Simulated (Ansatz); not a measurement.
**Short convergence ladders for V3Sn (Pmm2, 8 atoms in the cell)**

```yaml
crystal:
  lattice:
    - [4.96328, 0.00000, 0.00000]
    - [0.00000, 4.96328, 0.00000]
    - [0.00000, 0.00000, 4.96328]
  atoms:
    - { symbol: V, position: [0.50000, 0.25000, 0.00000] }
    - { symbol: V, position: [0.50000, 0.75000, 0.00000] }
    - { symbol: V, position: [0.26007, 0.00000, 0.50000] }
    - { symbol: V, position: [0.75000, 0.00000, 0.50000] }
    - { symbol: V, position: [0.00000, 0.50000, 0.25000] }
    - { symbol: V, position: [0.00000, 0.50000, 0.75000] }
    - { symbol: Sn, position: [0.50000, 0.50000, 0.50000] }
    - { symbol: Sn, position: [0.00000, 0.00000, 0.00000] }
```

Base method: PBEsol, default PAW files made with PBE (plane waves; Ansatz, a first-principles code).

Base settings: basis.ecutwfc = 420 eV; kpoints.mp_grid.grid = 5 5 5; hamiltonian.xc = pbesol; hamiltonian.pseudopotentials = {kind: paw} (the program's default PAW files); scf.occupations.method = gaussian; scf.occupations.width = 0.1 eV.

The count of work is k-points × plane waves × bands × iterations; it is no time. Core times come from one kind of shared machine, to one figure; runs under 30 s give none.

**The k-point mesh**

Only quantities that move along the ladder and can be compared are tabulated.

```csv
kpoints.mp_grid.grid,free energy less the last step's (meV/atom),pressure (GPa),largest difference of a force vector from the last step's (eV/Å),count of work / last,core time / last (rough)
1 1 1,-699.10,-22.49,0.122,0.0053,–
2 2 2,67.76,-4.39,0.315,0.042,–
3 3 3,-4.49,-6.58,0.024,0.037,–
5 5 5,1.35,-6.24,0.030,0.12,–
6 6 6,-0.83,-6.36,0.027,0.30,0.3
9 9 9,0.04,-6.30,0.002,0.58,0.6
11 11 11,0.00,-6.31,0.000,1.0,1
```

Coarsest kpoints.mp_grid.grid that holds the pressure within 0.1 GPa of the last step, with all finer ones: 5 5 5, at 0.12 of the last step's count of work; the step before is off by 0.27 GPa.

Coarsest kpoints.mp_grid.grid that holds the forces within 0.005 eV/Å of the last step, with all finer ones: 9 9 9; the step before is off by 0.027 eV/Å.

Coarsest kpoints.mp_grid.grid that holds the free energy within 0.5 meV/atom of the last step, with all finer ones: 9 9 9; the step before is off by 0.83 meV/atom.

**The k-point mesh at a smearing width of 0.02 eV**

In this ladder: scf.occupations.width = 0.02 eV.

Only quantities that move along the ladder and can be compared are tabulated.

| kpoints.mp_grid.grid | free energy less the last step's (meV/atom) | pressure (GPa) | largest difference of a force vector from the last step's (eV/Å) | count of work / last | core time / last (rough) |
|---|---|---|---|---|---|
| 3 3 3 | -2.21 | -6.71 | 0.085 | 0.023 | – |
| 4 4 4 | -0.96 | -6.36 | 0.035 | 0.079 | – |
| 5 5 5 | 2.64 | -6.21 | 0.080 | 0.079 | – |
| 7 7 7 | -0.01 | -6.25 | 0.038 | 0.19 | 0.2 |
| 11 11 11 | -0.03 | -6.31 | 0.020 | 0.63 | 0.7 |
| 13 13 13 | 0.00 | -6.30 | 0.000 | 1.0 | 1 |

Coarsest kpoints.mp_grid.grid that holds the forces within 0.01 eV/Å: not settled: the last two steps still differ by 0.020 eV/Å, over half the tolerance, so the ladder does not show it.

Coarsest kpoints.mp_grid.grid that holds the free energy within 0.5 meV/atom of the last step, with all finer ones: 7 7 7, at 0.19 of the last step's count of work and about 0.2 of the last step's time; the step before is off by 2.6 meV/atom.

Coarsest kpoints.mp_grid.grid that holds the pressure within 0.2 GPa of the last step, with all finer ones: 4 4 4, at 0.079 of the last step's count of work; the step before is off by 0.41 GPa.

**The k-point mesh at a smearing width of 0.3 eV**

In this ladder: scf.occupations.width = 0.3 eV.

Only quantities that move along the ladder and can be compared are tabulated.

```csv
kpoints.mp_grid.grid,free energy less the last step's (meV/atom),pressure (GPa),largest difference of a force vector from the last step's (eV/Å),count of work / last,core time / last (rough)
3 3 3,-10.29,-6.38,0.028,0.023,–
5 5 5,0.24,-6.12,0.003,0.079,–
7 7 7,0.10,-6.14,0.000,0.19,0.2
11 11 11,0.00,-6.15,0.000,0.63,0.7
13 13 13,0.00,-6.15,0.000,1.0,1
```

Coarsest kpoints.mp_grid.grid that holds the pressure within 0.05 GPa of the last step, with all finer ones: 5 5 5, at 0.079 of the last step's count of work; the step before is off by 0.24 GPa.

Coarsest kpoints.mp_grid.grid that holds the free energy within 0.5 meV/atom of the last step, with all finer ones: 5 5 5, at 0.079 of the last step's count of work; the step before is off by 10 meV/atom.

Coarsest kpoints.mp_grid.grid that holds the forces within 0.02 eV/Å of the last step, with all finer ones: 5 5 5, at 0.079 of the last step's count of work; the step before is off by 0.028 eV/Å.

On the base run: the starting cell comes from a database of computed structures (which also holds hypothetical and non-ambient phases and stackings), without a prior relaxation at this level. Its lattice was rescaled by up to half a per cent. One atom was moved a little off its site on purpose. Spin polarisation is off. In the base run, with a pressure of about -6 GPa the cell is away from its equilibrium volume at this level. Ansatz's pressure includes its estimate of the finite-basis (Pulay) stress.

Keys are those of Ansatz 0.2.
